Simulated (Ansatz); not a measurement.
Functionals compared on a constructed model of the (111) surface of fcc Al, a pseudomorphic layer of Fe in the host's stacking (bottom of the slab: a bare face, its two planes held), in Ansatz (plane waves, PAW). The structure was relaxed with PBE; the other rows are single points on it. Cutoff 420 eV.

Model: 7-atom slab, 13.7 Å thick at the start with caps and adatoms (thin: gaps and levels are the slab's own), 15x15x1 mesh, Fermi-Dirac 0.1 eV, dipole correction, 2 atoms held, the rest relaxed; start symmetry kept, larger cells not searched; spin-polarised, ending with about 2.6 μB a cell; orders that need a larger cell were not tried, no spin-orbit, no U. It is one candidate, not shown to be the stable structure of the face. These notes are the PBE run's.

```json
[
 {"functional": "PBE", "work function of the top face (eV)": "4.71", "magnetic moment of the cell (μB)": "2.63", "rough cost of the single point": "–"},
 {"functional": "RPBE", "work function of the top face (eV)": "4.56", "magnetic moment of the cell (μB)": "2.65", "rough cost of the single point": "about 26 core-seconds (a rough figure)"}
]
```

Ansatz is a quantum-chemistry and plane-wave program.
